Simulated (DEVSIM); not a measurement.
Device: illuminated Si n-on-p cell, one wavelength, with a back-surface field, at 250 K.

| layer (left to right) | material | thickness (μm) | Nd (cm⁻³) | Na (cm⁻³) | τn (s) | τp (s) | absorption coefficient (cm⁻¹) |
|---|---|---|---|---|---|---|---|
| 1 | Si | 0.480 | 4.7e18 | - | 5e-5 | 2.2e-5 | 110 |
| 2 | Si | 42.0 | - | 1.4e16 | 0.00071 | 0.00071 | 110 |
| 3 | Si | 0.250 | - | 1.2e18 | 0.00071 | 0.00071 | 110 |

Left contact: ohmic, minority hole recombination velocity 1e5 cm/s. Right contact: ohmic, minority electron recombination velocity 20000 cm/s. Voltage is applied to the left contact. Recombination: SRH at mid-gap, radiative, Auger. Gap narrowing is on: ΔEg = 6.92 meV × (l + √(l² + 0.5)), l = ln(N/1.3e17 cm⁻³), shared equally by both band edges. Light enters at the left, 2.2e18 photons cm⁻² s⁻¹, one pass, no reflection. Mobility is μmin + (μ − μmin)/(1 + (N/Nref)^α).

This is a model device: material constants are rounded textbook-type values typed into the input, and sizes, dopings and lifetimes were drawn at random. Values at 300 K; Nc and Nv go as T^1.5, mobilities as T to minus their exponent, the gap by Varshni's rule with the affinity fixed.

```tsv
parameter	Si
gap (eV)	1.124
affinity (eV)	4.05
permittivity	11.7
Nc (cm⁻³)	2.86e19
Nv (cm⁻³)	3.1e19
μn (cm²/Vs)	1417
μp (cm²/Vs)	470
μn,min	52
μp,min	45
Nref,n	9.7e16
Nref,p	2.2e17
αn	0.68
αp	0.72
T exponent of μn	2.3
T exponent of μp	2.2
B (cm³/s)	4.7e-15
Cn (cm⁶/s)	2.8e-31
Cp (cm⁶/s)	9.9e-32
Varshni α (eV/K)	0.000473
Varshni β (K)	636
```

Model (solved in DEVSIM): 1D drift-diffusion, Boltzmann statistics, complete ionisation; no tunnelling, impact ionisation, image-force lowering or self-heating.

### Question
Tabulate band edges, carrier densities and field at 2.0 V on the left contact, in the dark.

### Answer
Energies count from the Fermi level of the right contact; mesh points crowd at the junctions.

```json
[
 {"x (μm)": "0.000", "Ec (eV)": "-1.967", "Ev (eV)": "-3.053", "n (cm⁻³)": "4.7e18", "p (cm⁻³)": "< 1e2", "field (V/cm)": "≈ 0"},
 {"x (μm)": "0.03777", "Ec (eV)": "-1.967", "Ev (eV)": "-3.053", "n (cm⁻³)": "4.7e18", "p (cm⁻³)": "< 1e2", "field (V/cm)": "≈ 0"},
 {"x (μm)": "0.1346", "Ec (eV)": "-1.967", "Ev (eV)": "-3.053", "n (cm⁻³)": "4.7e18", "p (cm⁻³)": "< 1e2", "field (V/cm)": "≈ 0"},
 {"x (μm)": "0.3219", "Ec (eV)": "-1.967", "Ev (eV)": "-3.053", "n (cm⁻³)": "4.7e18", "p (cm⁻³)": "< 1e2", "field (V/cm)": "≈ 0"},
 {"x (μm)": "0.4516", "Ec (eV)": "-1.967", "Ev (eV)": "-3.053", "n (cm⁻³)": "4.7e18", "p (cm⁻³)": "< 1e2", "field (V/cm)": "≈ 0"},
 {"x (μm)": "0.4843", "Ec (eV)": "-1.863", "Ev (eV)": "-2.999", "n (cm⁻³)": "3.8e16", "p (cm⁻³)": "< 1e2", "field (V/cm)": "110000"},
 {"x (μm)": "0.5344", "Ec (eV)": "-1.337", "Ev (eV)": "-2.472", "n (cm⁻³)": "930000", "p (cm⁻³)": "< 1e2", "field (V/cm)": "100000"},
 {"x (μm)": "0.7450", "Ec (eV)": "0.281", "Ev (eV)": "-0.854", "n (cm⁻³)": "< 1e2", "p (cm⁻³)": "140", "field (V/cm)": "54000"},
 {"x (μm)": "1.257", "Ec (eV)": "0.975", "Ev (eV)": "-0.160", "n (cm⁻³)": "< 1e2", "p (cm⁻³)": "1.4e16", "field (V/cm)": "≈ 0"},
 {"x (μm)": "2.587", "Ec (eV)": "0.975", "Ev (eV)": "-0.160", "n (cm⁻³)": "< 1e2", "p (cm⁻³)": "1.4e16", "field (V/cm)": "≈ 0"},
 {"x (μm)": "6.362", "Ec (eV)": "0.975", "Ev (eV)": "-0.160", "n (cm⁻³)": "< 1e2", "p (cm⁻³)": "1.4e16", "field (V/cm)": "≈ 0"},
 {"x (μm)": "21.48", "Ec (eV)": "0.975", "Ev (eV)": "-0.160", "n (cm⁻³)": "< 1e2", "p (cm⁻³)": "1.4e16", "field (V/cm)": "≈ 0"},
 {"x (μm)": "34.92", "Ec (eV)": "0.975", "Ev (eV)": "-0.160", "n (cm⁻³)": "< 1e2", "p (cm⁻³)": "1.4e16", "field (V/cm)": "≈ 0"},
 {"x (μm)": "39.65", "Ec (eV)": "0.975", "Ev (eV)": "-0.160", "n (cm⁻³)": "< 1e2", "p (cm⁻³)": "1.4e16", "field (V/cm)": "≈ 0"},
 {"x (μm)": "41.76", "Ec (eV)": "0.975", "Ev (eV)": "-0.160", "n (cm⁻³)": "< 1e2", "p (cm⁻³)": "1.4e16", "field (V/cm)": "≈ 0"},
 {"x (μm)": "42.23", "Ec (eV)": "0.975", "Ev (eV)": "-0.160", "n (cm⁻³)": "< 1e2", "p (cm⁻³)": "1.4e16", "field (V/cm)": "≈ 0"},
 {"x (μm)": "42.40", "Ec (eV)": "0.979", "Ev (eV)": "-0.156", "n (cm⁻³)": "< 1e2", "p (cm⁻³)": "1.7e16", "field (V/cm)": "1200"},
 {"x (μm)": "42.47", "Ec (eV)": "1.009", "Ev (eV)": "-0.127", "n (cm⁻³)": "< 1e2", "p (cm⁻³)": "6.6e16", "field (V/cm)": "14000"},
 {"x (μm)": "42.51", "Ec (eV)": "1.040", "Ev (eV)": "-0.064", "n (cm⁻³)": "< 1e2", "p (cm⁻³)": "1.2e18", "field (V/cm)": "≈ 0"},
 {"x (μm)": "42.58", "Ec (eV)": "1.040", "Ev (eV)": "-0.064", "n (cm⁻³)": "< 1e2", "p (cm⁻³)": "1.2e18", "field (V/cm)": "≈ 0"},
 {"x (μm)": "42.67", "Ec (eV)": "1.040", "Ev (eV)": "-0.064", "n (cm⁻³)": "< 1e2", "p (cm⁻³)": "1.2e18", "field (V/cm)": "≈ 0"},
 {"x (μm)": "42.73", "Ec (eV)": "1.040", "Ev (eV)": "-0.064", "n (cm⁻³)": "< 1e2", "p (cm⁻³)": "1.2e18", "field (V/cm)": "≈ 0"}
]
```
